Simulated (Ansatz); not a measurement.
The starting structures come from a database of crystals and need not be the phases stable at ambient conditions.

Tunnelling through a barrier is set by its complex band structure: the current falls as exp(−2κd) with the smallest κ.

Data:

```yaml
crystal:
  lattice:
    - [7.65545, 0.00000, 0.00000]
    - [-0.59708, 7.67158, 0.00000]
    - [-3.51600, 2.30233, 5.62653]
  atoms:
    - { symbol: Cd, position: [0.13670, 0.21220, 0.47060] }
    - { symbol: Cd, position: [0.86330, 0.78780, 0.52940] }
    - { symbol: Hg, position: [0.64350, 0.20940, 0.48800] }
    - { symbol: Hg, position: [0.35650, 0.79060, 0.51200] }
    - { symbol: Hg, position: [0.35850, 0.79200, 0.01600] }
    - { symbol: Hg, position: [0.64150, 0.20800, 0.98400] }
    - { symbol: Se, position: [0.13400, 0.31300, 0.93150] }
    - { symbol: Se, position: [0.86600, 0.68700, 0.06850] }
    - { symbol: O, position: [0.20610, 0.17020, 0.84250] }
    - { symbol: O, position: [0.79390, 0.82980, 0.15750] }
    - { symbol: O, position: [0.19690, 0.86190, 0.64660] }
    - { symbol: O, position: [0.80310, 0.13810, 0.35340] }
    - { symbol: O, position: [0.92060, 0.83050, 0.86250] }
    - { symbol: O, position: [0.07940, 0.16950, 0.13750] }
    - { symbol: O, position: [0.92070, 0.45520, 0.69930] }
    - { symbol: O, position: [0.07930, 0.54480, 0.30070] }
    - { symbol: O, position: [0.67430, 0.57010, 0.95240] }
    - { symbol: O, position: [0.32570, 0.42990, 0.04760] }
    - { symbol: O, position: [0.47710, 0.24350, 0.63000] }
    - { symbol: O, position: [0.52290, 0.75650, 0.37000] }
```

Space group of this cell: P-1. The cell is taken as given; by PBEsol its mean pressure is -5.5 GPa.

Transport runs along the normal of the first two printed cell vectors.

No gap correction and no spin-orbit coupling; mid-gap values are interpolated between computed energies.

Problem. Predict the band gap and the smallest decay constant κ at mid-gap from PBEsol in Ansatz (a first-principles code).

Solution. Gap 0.89 eV on a 6×4×6 mesh; κ = 0.183 1/Å, at the zone centre.
